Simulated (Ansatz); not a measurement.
## SmPd₃ (Pm-3m, No. 221)

Calculation: r²SCAN (plane waves, PAW; Ansatz, a first-principles code).

Numerical settings: plane-wave cutoff 560 eV, 14×14×14 k mesh, Fermi–Dirac smearing 0.05 eV, spin-polarised with parallel moments, scalar-relativistic PAW data made under PBE.

Cell: relaxed at this level.

| Property | Result |
|---|---|
| lattice parameter a | 4.151 Å |
| bulk modulus B0 | 116 GPa |

Note: the magnetic order was assumed, not searched for or taken from measurement; the 4f shell is treated without U or exact exchange, so its levels and filling can be wrong; the bulk modulus is −V dP/dV from two relaxed cells at ±2 % in volume.

Spin–orbit coupling is not included.

Computed values are for the static lattice.

The result took very roughly 18 core-minutes.
